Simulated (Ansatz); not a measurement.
**Computed paths: interstitial Li in zinc-blende ZnS, charge state +1**

Defect migration in zinc-blende ZnS: interstitial Li, charge state +1. All values below come from PBE, PAW (plane waves to 420 eV; Ansatz, a first-principles code).

Cell of 64 host sites held at the relaxed PBE lattice; the Γ point alone; Fermi-Dirac width 0.01 eV, spin-restricted; finite-size errors left in. No zero-point or tunnelling terms. The charge state is imposed; whether it is stable for some Fermi level was not computed. Sites that were not tried may lie lower.

Barriers: single points on a 2×2×2 k-point mesh shifted by half a step at the bands' geometries.

```json
[
 {"Route": "Li moves alone to another site", "Start site over the lowest site run (eV)": "0.00", "Hop (Å)": "2.36", "Forward barrier (eV)": "0.53", "Backward barrier (eV)": "0.25", "Neighbours at the start": "4 S at 2.35; 6 Zn at 2.82 Å", "Neighbours at the saddle": "3 S at 2.28; 3 Zn at 2.48 Å", "Saddle order": "not checked, on a symmetry element", "Forward, on the band's own sampling (eV)": "0.55"}
]
```

Paths come from nudged elastic bands with a climbing image.  A band can be held on a symmetry element, so unchecked saddle points there may be too high.

The whole set of runs took very roughly 0.8 core-hours.
